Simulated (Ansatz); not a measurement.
Base system: ScPd3 in the Cu3Au type structure (space group Pm-3m, No. 221; a = 3.9425 Å; relaxed with 0.1 eV smearing). Axes: x, y, z lie along the cube axes.

All numbers come from PBEsol in Ansatz (plane waves to 420 eV, PAW, spin-orbit coupling left out).

For the base:

| Property | Result |
|---|---|
| Shortest interatomic distance | 2.788 Å |

The change: the symmetric strain tensor [-0.0028 -0.0172 0.0024; -0.0172 -0.0144 0.0102; 0.0024 0.0102 -0.0011]; the atoms relax in the strained cell.

Question: Estimate the effect on the energy relative to the base and shortest interatomic distance.

Answer: The energy grows by 12 meV/atom; the shortest interatomic distance decreases by 0.072 Å to 2.716 Å.

Whether these cells are dynamically stable was not tested. All final runs are without spin polarisation.

Ansatz is a program for electronic structure.
